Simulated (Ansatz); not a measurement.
Take CaF₂ in the fluorite structure (space group Fm-3m, No. 225; a = 5.421 Å) as the base.

It is then changed as follows: a hydrostatic pressure of 1.5 GPa.

Levels (all Ansatz, an electronic-structure program, PAW): PBEsol (420 eV, no spin-orbit coupling); r2SCAN (500 eV, no SOC); HSE06 (420 eV, without spin-orbit coupling).

One geometry, relaxed with PBEsol, under each level:

```tsv
level	band gap	lowest conduction level above the VBM at special points	electron mass	pressure
PBEsol	7.35 eV	Γ 7.35 eV; X 8.13 eV; U 8.40 eV; K 8.40 eV	0.55 mₑ (at Γ)	1.49 GPa
r2SCAN	8.20 eV	Γ 8.20 eV; X 8.87 eV; U 9.14 eV; K 9.14 eV	0.56 mₑ (at Γ)	2.57 GPa
HSE06	9.62 eV	Γ 9.62 eV; X 10.58 eV; U 10.87 eV	–	–
```

Single points use the geometry relaxed with PBEsol. Their cutoffs differ, which shifts pressures a little. The hybrid gap comes from the SCF mesh plus the semilocal run's edge points and a few special points and is an upper bound. Load acts through the strain it causes; cell and atoms are relaxed under it. Masses are band curvatures over ±0.01 Å⁻¹ around the edge. Whether these cells are dynamically stable was not tested.
